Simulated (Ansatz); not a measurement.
We consider Ga₂O₃ (Cmcm, No. 63, 10 atoms in the cell; start mp-13134; a measured phase of this formula has another space group), described by r²SCAN+SOC (plane waves, PAW; Ansatz, an electronic-structure program).

Numerical settings: plane-wave cutoff 560 eV, 10×10×4 k mesh (along the axes of the cell as run), Fermi–Dirac smearing 0.01 eV, PAW data made under PBE.

Cell (relaxed with PBEsol):

```yaml
crystal:
  lattice:
    - [1.39435, -4.63749, 0.00000]
    - [1.39435, 4.63749, 0.00000]
    - [0.00000, 0.00000, 7.14846]
  atoms:
    - { symbol: Ga, position: [0.24837, 0.75163, 0.25000] }
    - { symbol: Ga, position: [0.75163, 0.24837, 0.75000] }
    - { symbol: Ga, position: [0.00000, 0.00000, 0.50000] }
    - { symbol: Ga, position: [0.00000, 0.00000, 0.00000] }
    - { symbol: O, position: [0.36181, 0.63819, 0.92582] }
    - { symbol: O, position: [0.63819, 0.36181, 0.07418] }
    - { symbol: O, position: [0.63819, 0.36181, 0.42582] }
    - { symbol: O, position: [0.36181, 0.63819, 0.57418] }
    - { symbol: O, position: [0.10530, 0.89470, 0.75000] }
    - { symbol: O, position: [0.89470, 0.10530, 0.25000] }
```

Task: Estimate the band gap and smallest direct gap on the k points sampled that the calculation returns.

Result: 
- band gap = 2.21 eV (indirect)
- smallest direct gap on the k points sampled = 2.25 eV

Note: cell and atoms aren't relaxed at this level (largest force component 0.14 eV/Å, pressure -1.7 GPa).

Computed values are for the static lattice.

The result took around 8 core-minutes (rough).

A start named mp-… is a Materials Project structure, which need not be a measured phase.
